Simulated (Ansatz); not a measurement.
Base system: AlRu in the CsCl type structure (space group Pm-3m, No. 221; a = 2.955 Å; relaxed with 0.1 eV smearing). Axes: x, y, z lie along the cube axes.

The values are results of LDA (Ansatz, a program for electronic structure, PAW, spin-orbit coupling left out), not measurements.

Base values:

| Quantity | Value |
|---|---|
| Volume per atom | 12.90 Å³ |
| Pressure | 0.0 GPa |

Modification: biaxial strain +0.42 %, plane normal [111], relaxed out of plane (Cartesian); in-plane vectors clamped, the third vector and the atoms free.

**Question.** How does this affect the volume per atom, energy relative to the base and pressure?

**Answer.** The volume per atom grows by 0.07 Å³ (12.90 Å³ → 12.97 Å³); the energy increases by 0.7 meV/atom; the pressure (mean of the normal stresses, compression positive) goes from zero to -1.3 GPa.

Stability against distortions was not tested. All final runs are without spin polarisation.
